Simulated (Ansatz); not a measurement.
## CdGeAs₂ in the chalcopyrite structure (space group I-42d, No. 122)

```cif
data_As4Cd2Ge2
_chemical_formula_sum 'Cd2 Ge2 As4'
_space_group_name_H-M_alt 'P 1'
_space_group_IT_number 1
_cell_length_a 7.04659
_cell_length_b 7.04659
_cell_length_c 7.04659
_cell_angle_alpha 130.124
_cell_angle_beta 130.124
_cell_angle_gamma 73.208
loop_
_space_group_symop_operation_xyz
  'x, y, z'
loop_
_atom_site_label
_atom_site_type_symbol
_atom_site_fract_x
_atom_site_fract_y
_atom_site_fract_z
_atom_site_occupancy
Cd1 Cd 0.75000 0.25000 0.50000 1
Cd2 Cd 0.00000 0.00000 0.00000 1
Ge1 Ge 0.25000 0.75000 0.50000 1
Ge2 Ge 0.50000 0.50000 0.00000 1
As1 As 0.15023 0.12500 0.52523 1
As2 As 0.59977 0.62500 0.47477 1
As3 As 0.37500 0.84977 0.97477 1
As4 As 0.87500 0.40023 0.02523 1
```

Calculations: Ansatz (a program for electronic structure), PBEsol, PAW, cutoff 420 eV, without spin-orbit coupling, earlier PAW set. Settings: 8×8×8 k-points, 0.05 eV Fermi–Dirac smearing.

| Quantity | Value |
|---|---|
| Volume per atom | 24.97 Å³ |
| Density | 5.57 g/cm³ |
| Band gap | 0.13 eV (uncertain: the edges found on the path are not clean extrema) |
| Total energy | -5515.979 eV/atom (σ→0; compares only within this code and set-up) |

No phonon test of stability was made. A zero or small gap of CdGeAs2 can be the functional's error rather than a property of the material.
